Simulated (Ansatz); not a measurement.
SiO₂ (Ima2, No. 46, 12 atoms in the cell; start mp-555251; a measured phase of this formula has another space group) was calculated with r²SCAN+rVV10 (Ansatz, an electronic-structure program, plane waves, PAW).

Numerical settings: plane-wave cutoff 560 eV, 8×8×8 k mesh, Fermi–Dirac smearing 0.01 eV, scalar-relativistic PAW data made under PBE.

Cell (relaxed at this level):

```yaml
crystal:
  lattice:
    - [-4.95162, 4.20956, 2.51987]
    - [4.95162, -4.20956, 2.51987]
    - [4.95162, 4.20956, -2.51987]
  atoms:
    - { symbol: Si, position: [0.14814, 0.59380, 0.74264] }
    - { symbol: Si, position: [0.85116, 0.40550, 0.25736] }
    - { symbol: Si, position: [0.14814, 0.90550, 0.05434] }
    - { symbol: Si, position: [0.85116, 0.09380, 0.94566] }
    - { symbol: O, position: [0.09227, 0.36198, 0.85690] }
    - { symbol: O, position: [0.50508, 0.23537, 0.14310] }
    - { symbol: O, position: [0.09227, 0.73537, 0.23029] }
    - { symbol: O, position: [0.50508, 0.86198, 0.76971] }
    - { symbol: O, position: [0.92768, 0.92768, 0.00000] }
    - { symbol: O, position: [0.92768, 0.42768, 0.50000] }
    - { symbol: O, position: [0.87565, 0.22023, 0.15543] }
    - { symbol: O, position: [0.06480, 0.72023, 0.84457] }
```

### Question
What does this level give for the band gap and smallest direct gap on the k points sampled?

### Answer

band gap: 6.34 eV (indirect)
smallest direct gap on the k points sampled: 6.60 eV

Static lattice: no zero-point or thermal effects.

A start named mp-… is a Materials Project structure, which need not be a measured phase.
